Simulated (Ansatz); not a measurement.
The starting structures come from a database of crystals and need not be the phases stable at ambient conditions.

Consider the following.

```xyz
14
Lattice="7.2144 0.0000 0.0000 0.0000 7.2144 0.0000 3.6072 -3.6072 3.6072" Properties=species:S:1:pos:R:3 pbc="T T T"
Sc     8.6614     1.4470     2.1602
Sc     6.8578    -3.2506     3.2506
Sc     2.1602    -1.4470     2.1602
Sc     3.9638     3.2506     3.2506
Sc     5.7674     1.4470     1.4470
Sc     0.3566     3.9638     0.3566
Sc     5.0542    -1.4470     1.4470
Sc     3.2506     3.2506     0.3566
C      0.9018     1.8036     0.0000
C      3.6072     0.9018     1.8036
C      6.3126     1.8036     3.6072
C      7.2144    -0.9018     1.8036
C      9.0180     3.6072     2.7054
C      5.4108     3.6072     0.9018
```

Space group of this cell: I-43d. The cell is taken as given; by r2SCAN its mean pressure is -0.9 GPa.

Transport runs along the normal of the first two printed cell vectors, the (001) plane of the conventional cell.

The gap is the functional's own. No spin-orbit coupling. Mid-gap values are interpolated on the energy grid.

Question: Give the band gap and the smallest decay constant κ at mid-gap that r2SCAN run with Ansatz (a quantum-chemistry and plane-wave program) yields.

Answer: Gap 0.57 eV on a 8×8×8 mesh; κ = 0.058 1/Å, at the zone centre.
